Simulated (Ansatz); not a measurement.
# Sn with two functionals, pressure 100 GPa

The reference is Sn (space group I4_1/amd, No. 141; a = 5.947 Å, c = 3.212 Å).

(Cell as relaxed with PBE.)

Levels (all Ansatz, a quantum-chemistry and plane-wave program, PAW, earlier PAW set): PBE (420 eV, scalar-relativistic without spin-orbit coupling); r2SCAN (500 eV, scalar-relativistic without spin-orbit coupling).

Each level relaxes its own structure.

```csv
base,PBE,r2SCAN
volume per atom,28.40 Å³,27.60 Å³
lattice parameter a,5.947 Å,5.888 Å
band gap,zero,zero
```

The change: cell and atoms relaxed at a pressure of 100 GPa.

| quantity | PBE | r2SCAN |
|---|---|---|
| lattice parameter a | 4.953 Å | ? |
| band gap | zero | ? |

Task: What does r2SCAN give?

Result: 
- lattice parameter a, r2SCAN: 4.950 Å
- band gap, r2SCAN: zero

PBE's lattice parameter a lies 0.003 Å above r2SCAN's (0.1 %); the two agree on the band gap. Neither level is exact; r2SCAN is the comparison here, not a measurement.

Load acts through the strain it causes; cell and atoms are relaxed under it. Stability against distortions was not tested. Measured, Sn leaves this structure (for a body-centred tetragonal phase) near 8 GPa (temperature not stated; as listed in Olga Degtyareva, NATO science for peace and security series. B, Physics and biophysics (2010)).
